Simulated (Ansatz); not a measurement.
The parent structure is MgSe in the rock salt structure (space group Fm-3m, No. 225; a = 5.472 Å). Axes: x, y, z lie along the cube axes.

Calculations: r2SCAN (Ansatz, an electronic-structure program, PAW, without spin-orbit coupling).

For the base:

The valley order comes out as X along ⟨100⟩ 2.48 eV; Γ 3.44 eV.

Now apply this change: the symmetric strain tensor [0.0046 -0.0063 -0.0034; -0.0063 -0.0082 0.0090; -0.0034 0.0090 0.0037], atoms relaxed at fixed cell.

Q: What happens to the valley order and stress?

A: The valley order (the lowest conduction-band minima on the path, energy above the VBM, named in the base's zone) becomes X along [010] 2.35 eV; X along [100] 2.40 eV; X along [001] 2.40 eV; Γ 3.34 eV (base: X along ⟨100⟩ 2.48 eV; Γ 3.44 eV); the stress (xx, yy, zz, yz, xz, xy; compression positive) is (-0.39, 0.77, -0.30, -0.90, 0.34, 0.62) GPa.

The levels and masses belong to the bands next to the band gap. Whether these cells are dynamically stable was not tested.
